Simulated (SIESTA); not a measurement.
Band structure of Nb (Im-3m, 1 atom in the cell).

```
CELL_PARAMETERS angstrom
     -1.63400     1.63400     1.63400
      1.63400    -1.63400     1.63400
      1.63400     1.63400    -1.63400
ATOMIC_POSITIONS crystal
  Nb 0.00000 0.00000 0.00000
```

Method of the run: SIESTA with GGA PBE, numerical atomic orbitals DZP, PseudoDojo PBE standard norm-conserving potentials (rewritten from UPF to PSML).

Settings: XC.functional = GGA; XC.authors = PBE; potentials = PseudoDojo PBE standard; PAO.BasisSize = DZP; PAO.EnergyShift = 0.01 Ry; MeshCutoff = 400 Ry; kgrid.MonkhorstPack = 11 11 11; OccupationFunction = MP; OccupationMPOrder = 0; ElectronicTemperature = 50 meV; MaxSCFIterations = 150; SCF.Mixer.Method = Pulay; SCF.Mixer.Weight = 0.25; SCF.Mixer.History = 8.

The starting cell has typed, rounded lattice constants, without a prior relaxation at this level. Its lattice was rescaled by a random factor within 2.5 % of one. Spin polarisation is off. Values carry the incompleteness of an atom-centred basis.

Levels in eV from the Fermi level, bands 3 to 8:
```
point       3       4      5      6      7     8
-----  ------  ------  -----  -----  -----  ----
Γ      -29.64  -29.64  -5.92   0.35   0.35  0.35
H      -30.64  -30.64  -3.91  -3.91   5.82  5.83
N      -30.09  -29.64  -3.84  -1.76   2.63  3.42
P      -30.39  -30.39  -1.11  -1.11  -1.11  4.23
```

Bands cross the Fermi level along this path, so the cell is metallic at this level.

Higher empty bands are left out: an atom-centred basis made for the valence describes them poorly.
